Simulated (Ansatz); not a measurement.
The reference is SrTiO3 in the cubic perovskite structure (space group Pm-3m, No. 221; a = 3.8911 Å).

Calculations: PBEsol (Ansatz, an electronic-structure program), scalar-relativistic without spin-orbit coupling.

One change was made to it. Results:

The lattice parameter a shrinks by 0.356 Å, from 3.891 Å to 3.535 Å; the gap character changes from indirect, R → Γ to direct at Γ; the band gap grows by 0.33 eV to 2.18 eV; the width of the top valence band grows by 0.39 eV to 1.44 eV.

**Question.** Which change produced these results?
A. pressure 15 GPa
B. pressure 3 GPa
C. pressure 100 GPa
D. pressure 7 GPa

**Answer.** C, pressure 100 GPa. For comparison, the band gap in the other runs: pressure 15 GPa gives 1.97 eV; pressure 3 GPa gives 1.88 eV; pressure 7 GPa gives 1.91 eV.

Load acts through the strain it causes; cell and atoms are relaxed under it. No phonon test of stability was made. Competing high-pressure phases were not computed. All final runs are without spin polarisation. Many cubic perovskites are stable only at high temperature; tilts and polar distortions were not tested.
